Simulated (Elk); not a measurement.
Input and output of a self-consistent single point for ZrB2 (P6/mmm, 3 atoms in the cell) (Elk).

Method of the run: LDA (PW92), all-electron FP-LAPW, Elk's shipped species files, APW+lo basis with extra local orbitals (Elk 10.2.4).

```
CELL_PARAMETERS angstrom
      3.16752     0.00000     0.00000
     -1.58376     2.74315     0.00000
      0.00000     0.00000     3.55239
ATOMIC_POSITIONS crystal
  Zr 0.00000 0.00000 0.00000
  B  0.33333 0.66667 0.50000
  B  0.66667 0.33333 0.50000
```

Reference input (self-consistent single point, DFT, LDA (PW92), all-electron FP-LAPW, Elk's shipped species files, APW+lo basis with extra local orbitals): xctype = 3; rgkmax = 8; stype = 3; swidth = 0.00367493 Ha; ngridk = 11 11 8; gmaxvr = 14 1/bohr; nxlo = 2; lorbcnd = true; rmtscf = 0.89; lmaxi = 2. This run's input differs from it in these lines:

```diff
@@ -28,3 +28,3 @@
 swidth
-  0.00367493
+  0.0110248
 
@@ -46,3 +46,3 @@
 ngridk
-  11 11 8
+  11 11 9
```

Output, abridged:

```
│ Self-consistent loop started │
│ Loop number : 1 │
 total energy                :     -3642.19322601
│ Loop number : 2 │
 total energy                :     -3642.36964988
RMS change in Kohn-Sham potential (target) :   0.1748784588     (  0.1000000000E-05)
Absolute change in total energy (target)   :   0.1764238681     (  0.1000000000E-03)
│ Loop number : 3 │
 total energy                :     -3643.17361924
RMS change in Kohn-Sham potential (target) :   0.1471600137     (  0.1000000000E-05)
Absolute change in total energy (target)   :   0.8480753252     (  0.1000000000E-03)
│ Loop number : 4 │
   [... lines left out ...]
Absolute change in total energy (target)   :   0.8233454801E-03 (  0.1000000000E-03)
│ Loop number : 14 │
 total energy                :     -3644.68243879
RMS change in Kohn-Sham potential (target) :   0.3421508588E-06 (  0.1000000000E-05)
Absolute change in total energy (target)   :   0.2129743848E-03 (  0.1000000000E-03)
│ Loop number : 15 │
 total energy                :     -3644.68242831
RMS change in Kohn-Sham potential (target) :   0.3786491808E-07 (  0.1000000000E-05)
Absolute change in total energy (target)   :   0.4276377695E-04 (  0.1000000000E-03)
Convergence targets achieved

│ Loop number : 16 │

Energies :
 Fermi                       :     0.469127554839
 total energy                :     -3644.68242743

Density of states at Fermi energy :    9.681523484
 (states/Hartree/unit cell)

Estimated indirect band gap :   0.4849042415E-02
 from k-point     28 to k-point     13
Estimated direct band gap   :   0.1209000116E-01
 at k-point     13

Charges :
 core                        :    32.00000000
 valence                     :    18.00000000
 interstitial                :    5.486639698
 muffin-tins (core leakage)
  species :    1 (Zr)
   atom    1                 :    37.40379474     (  0.2225975476E-04)
  species :    2 (B)
   atom    1                 :    3.554782783     (  0.2922879063E-03)
   atom    2                 :    3.554782783     (  0.2922879063E-03)
 total in muffin-tins        :    44.51336030
 total calculated charge     :    50.00078074
 total charge                :    50.00000000
 error                       :   0.7807371064E-03

│ Self-consistent loop stopped │
```

The run converged in 16 iterations. The count includes the last loop, which Elk runs after its targets are met. Against the reference run the free energy goes down by 14.5 meV/atom.

The starting cell comes from a database of computed structures (which also holds hypothetical and non-ambient phases and stackings), without a prior relaxation at this level. Values depend on the basis (sphere radii, cutoffs, local orbitals), which need not be converged. The log's line on a gap gives a spacing of levels on this mesh, which the program prints for metals too.

Cost on one core of a shared machine: roughly 90 s.
